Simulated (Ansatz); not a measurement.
Consider this model of amorphous Hf18O36Ta.

```xyz
55
Lattice="8.9685 0.0000 0.0000 0.0000 8.9685 0.0000 0.0000 0.0000 8.9685" Properties=species:S:1:pos:R:3 pbc="T T T"
Hf     7.1137     2.4610     8.0525
Hf     2.3282     6.5433     0.3549
Hf     1.2822     6.8158     5.3659
Hf     8.7634     4.9101     2.2153
Hf     3.9763     5.3602     6.7484
Hf     8.5824     7.8803     8.0392
Hf     4.8308     2.3553     5.3289
Hf     0.4511     1.6980     1.2355
Hf     3.3815     4.5198     3.2149
Hf     5.6279     6.4465     0.5637
Hf     6.9551     5.4236     5.6977
Hf     4.6233     8.9568     7.5858
Hf     3.6907     2.9149     0.0950
Hf     5.7138     1.3573     2.2414
Hf     7.7881     7.9528     3.0559
Hf     8.3703     2.5307     4.6329
Hf     4.6014     7.6547     4.0187
Hf     2.1228     1.0093     4.1500
O      5.1162     4.5503     5.0310
O      4.0212     7.7097     0.2060
O      1.7072     2.6271     8.7823
O      6.5747     7.9261     8.4588
O      6.0236     1.2350     6.6270
O      5.7678     8.2854     2.3390
O      3.1227     2.8431     4.2995
O      4.4132     0.7417     3.7998
O      7.1481     6.1146     1.8570
O      1.0475     2.0975     5.7369
O      0.2976     6.6324     3.5090
O      4.3589     6.1878     2.5956
O      3.3855     0.9156     6.0933
O      4.4327     3.1315     2.0131
O      2.6582     5.3938     4.9732
O      6.4677     2.1805     3.9318
O      8.5541     1.1204     8.1195
O      1.8944     5.0308     1.8908
O      7.9637     4.5341     4.1290
O      8.8834     0.4589     4.0528
O      8.4913     6.4402     6.5144
O      6.6121     7.1939     4.5465
O      7.9929     3.4224     0.7123
O      7.5371     3.4713     6.3871
O      0.9808     8.4839     6.5342
O      5.9570     5.4600     7.5972
O      2.5496     7.9724     4.2428
O      4.1562     3.3066     7.1071
O      0.4376     2.9671     2.8991
O      7.6946     0.7098     1.7416
O      3.8730     5.0800     0.0256
O      5.4213     1.6608     0.1435
O      2.1506     6.1520     7.3761
O      2.0689     1.0125     2.1631
O      4.5004     7.3339     6.1622
O      0.2923     6.6428     0.4996
Ta     1.8155     1.1116     7.4067
```

Method: PBE, scalar-relativistic without spin-orbit coupling (plane waves to 420 eV, PAW; Ansatz, a first-principles code). The usual formal charges leave 5 electrons over, so the level spacing at the Fermi energy parts defect or band states and needn't be the band gap. In the spin-polarised cell the level spacing at the Fermi energy can part levels of unlike spin.

Preparation: random packing, a CHGNet melt and quench, and a DFT relaxation. O atoms were pushed apart under 1.9 Å during the dynamics, to hinder bonds among them. The hot cell started wider than the set density and was brought back towards it in steps. It is the lowest in DFT energy of 2 quenches. It is a model cell: composition and starting density were chosen by hand, and all elements were melted together. No dispersion term was used. Its density started from a set value of 9.26 and ended at 9.14 g/cm³. Cooling (nominally 300 K/ps over its main leg) ran many orders faster than in experiment, which tends to leave more defects and strain. One small periodic cell is one sample of the glass; other quenches scatter about these values. The volume was free in the relaxation, at fixed shape. Stress components on the final sampling reach 2.2 GPa. On a 2×2×2 Γ-centred mesh force components of up to 0.23 eV/Å stay, since the relaxation ran on the zone centre alone.

Bonds are counted up to Hf-Hf 3.34 Å, Hf-O 2.66 Å, Hf-Ta 3.23 Å, O-O 1.58 Å, O-Ta 2.60 Å, Ta-Ta 3.12 Å. Two cations that share two anions don't count as bonded, nor two that share one unless they lie closer than Hf-Hf 3.25 Å, Hf-Ta 3.15 Å, Ta-Ta 3.04 Å.

**Question.** Give the coordination numbers, mean bond lengths and angles.

**Answer.** 
```
Property                                                                                                      Result
---------------------------------  ---------------------------------------------------------------------------------
Mean coordination of Hf by anions  6.06 (4 with 5, 9 with 6, 5 with 7); 2 close contacts or bonds to cations besides
Mean coordination of O                                                          3.17 (1 with 2, 28 with 3, 7 with 4)
Mean coordination of Ta by anions                      5.00 (1 with 5); 2 close contacts or bonds to cations besides
Mean Hf-O bond                                                                 2.141 Å (spread 0.113 Å, 109 counted)
Mean O-Ta bond                                                                   2.107 Å (spread 0.120 Å, 5 counted)
Mean Hf-Ta close contact                                                         3.057 Å (spread 0.027 Å, 2 counted)
Bond angle at Hf                                                                           mean 102.5°, spread 29.0°
Bond angle at O                                                                            mean 114.5°, spread 16.8°
Bond angle at Ta                                                                           mean 100.9°, spread 33.7°
```

**Question.** List the pairs of like atoms that count as bonded by the rules above.

**Answer.** There are none by these rules.

**Question.** What Bader charges do the atoms carry, from a run on the zone centre alone?

**Answer.** Means (range): Hf +2.54 e (+2.26 to +2.66), O -1.31 e (-1.37 to -1.26), Ta +1.51 e (+1.51 to +1.51).
```json
[
 {"atom": "Hf1", "charge (e)": "+2.55"},
 {"atom": "Hf2", "charge (e)": "+2.46"},
 {"atom": "Hf3", "charge (e)": "+2.63"},
 {"atom": "Hf4", "charge (e)": "+2.66"},
 {"atom": "Hf5", "charge (e)": "+2.58"},
 {"atom": "Hf6", "charge (e)": "+2.33"},
 {"atom": "Hf7", "charge (e)": "+2.61"},
 {"atom": "Hf8", "charge (e)": "+2.46"},
 {"atom": "Hf9", "charge (e)": "+2.63"},
 {"atom": "Hf10", "charge (e)": "+2.61"},
 {"atom": "Hf11", "charge (e)": "+2.65"},
 {"atom": "Hf12", "charge (e)": "+2.26"},
 {"atom": "Hf13", "charge (e)": "+2.34"},
 {"atom": "Hf14", "charge (e)": "+2.60"},
 {"atom": "Hf15", "charge (e)": "+2.59"},
 {"atom": "Hf16", "charge (e)": "+2.60"},
 {"atom": "Hf17", "charge (e)": "+2.62"},
 {"atom": "Hf18", "charge (e)": "+2.59"},
 {"atom": "O19", "charge (e)": "-1.35"},
 {"atom": "O20", "charge (e)": "-1.32"},
 {"atom": "O21", "charge (e)": "-1.30"},
 {"atom": "O22", "charge (e)": "-1.29"},
 {"atom": "O23", "charge (e)": "-1.33"},
 {"atom": "O24", "charge (e)": "-1.29"},
 {"atom": "O25", "charge (e)": "-1.28"},
 {"atom": "O26", "charge (e)": "-1.30"},
 {"atom": "O27", "charge (e)": "-1.30"},
 {"atom": "O28", "charge (e)": "-1.26"},
 {"atom": "O29", "charge (e)": "-1.31"},
 {"atom": "O30", "charge (e)": "-1.31"},
 {"atom": "O31", "charge (e)": "-1.30"},
 {"atom": "O32", "charge (e)": "-1.33"},
 {"atom": "O33", "charge (e)": "-1.31"},
 {"atom": "O34", "charge (e)": "-1.31"},
 {"atom": "O35", "charge (e)": "-1.33"},
 {"atom": "O36", "charge (e)": "-1.32"},
 {"atom": "O37", "charge (e)": "-1.29"},
 {"atom": "O38", "charge (e)": "-1.33"},
 {"atom": "O39", "charge (e)": "-1.31"},
 {"atom": "O40", "charge (e)": "-1.30"},
 {"atom": "O41", "charge (e)": "-1.35"},
 {"atom": "O42", "charge (e)": "-1.32"},
 {"atom": "O43", "charge (e)": "-1.29"},
 {"atom": "O44", "charge (e)": "-1.33"},
 {"atom": "O45", "charge (e)": "-1.29"},
 {"atom": "O46", "charge (e)": "-1.32"},
 {"atom": "O47", "charge (e)": "-1.31"},
 {"atom": "O48", "charge (e)": "-1.33"},
 {"atom": "O49", "charge (e)": "-1.34"},
 {"atom": "O50", "charge (e)": "-1.37"},
 {"atom": "O51", "charge (e)": "-1.28"},
 {"atom": "O52", "charge (e)": "-1.28"},
 {"atom": "O53", "charge (e)": "-1.34"},
 {"atom": "O54", "charge (e)": "-1.34"},
 {"atom": "Ta55", "charge (e)": "+1.51"}
]
```
